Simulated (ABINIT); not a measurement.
A self-consistent single point of W (Im-3m, 1 atom in the cell) with ABINIT.

Level of theory: PBE, PAW (JTH v2.0 PBE PAW) (plane waves; ABINIT).

```xyz
1
Lattice="-1.5721 1.5721 1.5721 1.5721 -1.5721 1.5721 1.5721 1.5721 -1.5721" Properties=species:S:1:pos:R:3 pbc="T T T"
W      0.0000     0.0000     0.0000
```

Reference input (self-consistent single point, DFT, PBE, plane waves, PAW (JTH v2.0 PBE PAW)): pseudos = [W.GGA_PBE-JTH.xml]; ecut = 544 eV; pawecutdg = 1088 eV; pawxcdev = 0; ixc = 11; occopt = 3; tsmear = 0.00367493 Ha; ngkpt = 11 11 11; nshiftk = 1; shiftk = 0 0 0; potentials = JTH v2.0 PBE PAW; nband = 12. This run's input differs from it in these lines:

```diff
@@ -20,6 +20,6 @@
 occopt 3
-tsmear 0.00367493
+tsmear 0.01102480
 nband 12
 kptopt 1
-ngkpt 11 11 11
+ngkpt 29 29 29
 nshiftk 1
```

Log, with long lists cut:

```
--- !BeginCycle
solver: {iscf: 17, nstep: 100, nline: 4, wfoptalg: 10, }
tolerances: {tolvrs: 1.00E-12, }
...

     iter   Etot(hartree)      deltaE(h)  residm     nres2
 ETOT  1  -66.993457044553    -6.699E+01 2.149E+01 8.063E+00
 ETOT  2  -69.073221707124    -2.080E+00 1.027E-01 9.557E+00
 ETOT  3  -69.046584622513     2.664E-02 1.582E-01 2.946E+00
 ETOT  4  -69.034028771848     1.256E-02 7.066E-02 1.372E-02
 ETOT  5  -69.034864504085    -8.357E-04 4.518E-02 2.355E-02
   [... 10 lines left out ...]
 ETOT 16  -69.034766857606    -4.547E-13 1.726E-04 9.289E-11
 ETOT 17  -69.034766857606    -1.279E-13 1.532E-04 1.301E-11
 ETOT 18  -69.034766857605     6.679E-13 1.540E-04 3.441E-12
 ETOT 19  -69.034766857606    -5.258E-13 9.372E-05 8.479E-14
 At SCF step   19       nres2   =  8.48E-14 < tolvrs=  1.00E-12 =>converged.

 Cartesian components of stress tensor (hartree/bohr^3)
  sigma(1 1)= -4.32434487E-04  sigma(3 2)=  0.00000000E+00
  sigma(2 2)= -4.32434487E-04  sigma(3 1)=  0.00000000E+00
  sigma(3 3)= -4.32434487E-04  sigma(2 1)=  0.00000000E+00

 ----iterations are completed or convergence reached----

 reduced coordinates (array xred) for    1 atoms
       0.000000000000      0.000000000000      0.000000000000
 cartesian forces (eV/Angstrom) at end:
    1     -0.00000000000000    -0.00000000000000    -0.00000000000000
 frms,max,avg= 0.0000000E+00 0.0000000E+00   0.000E+00  0.000E+00  0.000E+00 e/A
 length scales=  1.000000000000  1.000000000000  1.000000000000 bohr
              =  0.529177208590  0.529177208590  0.529177208590 angstroms
   [... lines left out ...]
 Fermi (or HOMO) energy (hartree) =   0.36805   Average Vxc (hartree)=  -0.49222
 Fermi (or HOMO) energy (eV) =  10.01522   Average Vxc (eV)= -13.39394
   [... lines left out ...]
'-kT*entropy'       : -5.63260730789768E-03
total_energy        : -6.90347669662425E+01
total_energy_eV     : -1.87853154360407E+03
...

-Cartesian components of stress tensor (GPa)         [Pressure=  1.2723E+01 GPa]
- sigma(1 1)= -1.27226597E+01  sigma(3 2)=  0.00000000E+00
- sigma(2 2)= -1.27226597E+01  sigma(3 1)=  0.00000000E+00
- sigma(3 3)= -1.27226597E+01  sigma(2 1)=  0.00000000E+00

 Calculation completed.
```

The run converged in 19 iterations. Against the reference run the free energy goes down by 82.3 meV/atom and the pressure goes from 12.60 to 12.72 GPa.

The starting cell has typed, rounded lattice constants, without a prior relaxation at this level. Its lattice was rescaled by up to half a per cent. Spin polarisation is off. With a pressure of about 13 GPa the cell is away from its equilibrium volume at this level.

Cost on one core of a shared machine: roughly 5 min.
